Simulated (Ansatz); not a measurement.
The reference is Nb in the bcc (W type) structure (space group Im-3m, No. 229; a = 3.273 Å; relaxed with 0.1 eV smearing).

Calculations: PBEsol in Ansatz (plane waves to 420 eV, PAW, no SOC).

For the base:

* **Pressure**: 0.0 GPa

Now apply this change: the cell is scaled by 1.0200 in all directions; the atoms relax in the strained cell.

Q: How does this affect the energy relative to the base and pressure?

A: The energy grows by 34 meV/atom; the pressure goes from zero to -9.6 GPa.

No phonon test of stability was made. The final runs are not spin-polarised.

Ansatz is a quantum-chemistry and plane-wave program.
